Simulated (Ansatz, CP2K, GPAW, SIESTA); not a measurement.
## Code comparison for PbTe (Fm-3m, 2 atoms in the cell)

Band-structure calculation.

```
PbTe
1.0
    0.00000     3.23000     3.23000
    3.23000     0.00000     3.23000
    3.23000     3.23000     0.00000
Te Pb
1 1
Direct
  0.50000   0.50000   0.50000
  0.00000   0.00000   0.00000
```

Shared settings, as Ansatz (an electronic-structure program) writes them: kpoints.mp_grid.grid = 9 9 9; scf.occupations.method = fermi_dirac; scf.occupations.width = 0.01 eV. Potentials and cutoffs stand in the table.

```
code                                                                                                                      model  gap along the path (eV)  smallest direct gap (eV)       cutoff
------  -----------------------------------------------------------------------------------------------------------------------  -----------------------  ------------------------  -----------
SIESTA  GGA PBE, numerical atomic orbitals DZP, PseudoDojo PBE standard norm-conserving potentials (rewritten from UPF to PSML)                     0.83                      0.83  grid 300 Ry
CP2K                                                    PBE, GPW, DZVP-MOLOPT-SR-GTH basis, GTH-PBE potentials (GTH_POTENTIALS)                     0.71                      0.71  grid 400 Ry
GPAW                                                                               PBE, GPAW PAW datasets PBE (gpaw-data 1.0.1)                     0.69                      0.69       600 eV
Ansatz                                                                                                   PBE, default PAW files                     0.73                      0.73       420 eV
```

On Ansatz's run: spin-orbit coupling is off.

The spread over the programs that give each value: gap along the path within 0.14 eV; smallest direct gap within 0.14 eV.

SIESTA and CP2K use small atom-centred bases, whose incompleteness enters pressures, forces and empty levels differently from a plane-wave cutoff.

The starting cell has typed, rounded lattice constants, without a prior relaxation at this level.

Left out of this page: Quantum ESPRESSO, Elk and FLEUR (not drawn, or without a comparable value).

Keys are those of Ansatz 0.2.
